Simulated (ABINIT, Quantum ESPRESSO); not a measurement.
An ABINIT input for a self-consistent single point of CdAu (Pm-3m, 2 atoms in the cell) (DFT, PBEsol, plane waves, PAW (JTH v2.0 PBE PAW, files made for PBE)):

```
# CdAu, JTH v2.0 PBE PAW
pp_dirpath "./"
pseudos "Cd.GGA_PBE-JTH.xml, Au.GGA_PBE-JTH.xml"
acell 3.3381050000 3.3381050000 3.3381050000 Angstrom
rprim
         1.0000000000    0.0000000000    0.0000000000
         0.0000000000    1.0000000000    0.0000000000
         0.0000000000    0.0000000000    1.0000000000
natom 2
ntypat 2
znucl 48 79
typat 1 2
xred
         0.0000000000    0.0000000000    0.0000000000
         0.5000000000    0.5000000000    0.5000000000
ecut 26
pawecutdg 52
pawxcdev 0
ixc -116133
occopt 7
tsmear 0.272 eV
nband 17
kptopt 1
ngkpt 7 7 7
nshiftk 1
shiftk 0 0 0
nstep 80
tolvrs 1.0e-12
prtwf 0
prtden 0
```

Give the Quantum ESPRESSO input for the same structure, mesh, smearing and functional.

One input that does it (others would too):

```fortran
&control
 calculation = 'scf',
 prefix = 'pwscf',
 outdir = './out',
 pseudo_dir = './',
 tprnfor = .true.,
 tstress = .true.,
/
&system
 ibrav = 1,
 celldm(1) = 6.308104225,
 nat = 2,
 ntyp = 2,
 ecutwfc = 40,
 ecutrho = 320,
 occupations = 'smearing',
 smearing = 'gauss',
 degauss = 0.019992,
/
&electrons
 conv_thr = 1.0d-10,
 mixing_beta = 0.5,
/
ATOMIC_SPECIES
Cd   112.4140  cd_pbesol_v1.uspp.F.UPF
Au   196.9666  au_pbesol_v1.uspp.F.UPF
ATOMIC_POSITIONS angstrom
Cd    0.000000000    0.000000000    0.000000000
Au    1.669052500    1.669052500    1.669052500
K_POINTS automatic
7 7 7  0 0 0
```

Basis settings and potentials, where a program has them, do not carry over. This input uses DFT, PBEsol, plane waves, GBRV 1.5 ultrasoft (PBESOL) pseudopotentials. Both were run: pressure -2.65 GPa in ABINIT and -2.46 in Quantum ESPRESSO.

On Quantum ESPRESSO: the starting cell comes from a database of computed structures (which also holds hypothetical and non-ambient phases and stackings), without a prior relaxation at this level. Its lattice was rescaled by a random factor within 2.5 % of one.

On ABINIT: the starting cell comes from a database of computed structures (which also holds hypothetical and non-ambient phases and stackings), without a prior relaxation at this level. Its lattice was rescaled by a random factor within 2.5 % of one. The potentials were made for another functional than the one used.
